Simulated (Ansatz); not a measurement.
Data:

```
Ta2N
1.0
    3.08271     0.00000     0.00000
   -1.54136     2.66971     0.00000
    0.00000     0.00000     4.81424
Ta N
2 1
Direct
  0.66667   0.33333   0.74731
  0.33333   0.66667   0.25269
  0.00000   0.00000   0.00000
```

Computed with PBEsol, DFPT electron-phonon coupling, linearised Boltzmann equation (plane waves, PAW, scalar-relativistic; Ansatz, a quantum-chemistry and plane-wave program). Cell: relaxed with this functional, without spin-orbit coupling.

Task: Predict λ, the logarithmic mean phonon energy and the superconducting Tc for μ* = 0.13 referred to 34 meV.

Result: λ = 0.49, ħω_log = 22 meV, Tc 1.67 K from the anisotropic Eliashberg equations. μ* is a chosen number, and Tc is 3.7 K at 0.08 and below 1 K at 0.16.

A metal at this level (no band gap). The phonons are harmonic. Spin-orbit coupling is left out, which matters with elements this heavy. For metals of groups 4 to 10, Tc at these values of μ* can lie well above the measured one. At a coupling this weak a few per cent in λ move Tc by tens of per cent. The run warned that the eigensolver left some states short of its tolerance. Halving the electron mesh (32x32x20) moves the coupling by up to 1 %, Tc by up to 1 %. Smearing 0.20 eV; phonons on a 5x5x3 q mesh, which this run doesn't test.

Computed structure with no diffraction record at hand here (it may be known, metastable or hypothetical): Ta2N (P-3m1).
